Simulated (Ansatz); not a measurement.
CsCl-type PdIn, treated with r²SCAN+rVV10 (PAW; Ansatz, a quantum-chemistry and plane-wave program).

Run with plane-wave cutoff 500 eV, 18×18×18 k mesh, Fermi–Dirac smearing 0.1 eV, scalar-relativistic PAW data made under PBE.

Computed at the level's own relaxed cell.

Q: Estimate the volume per atom and lattice constant a that the calculation returns.

A: 
- volume per atom = 17.19 Å³/atom
- lattice constant a = 3.252 Å

Spin–orbit coupling is not included.

The computed numbers hold no vibrational or temperature effects.

The result took about 70 core-seconds (a rough figure).
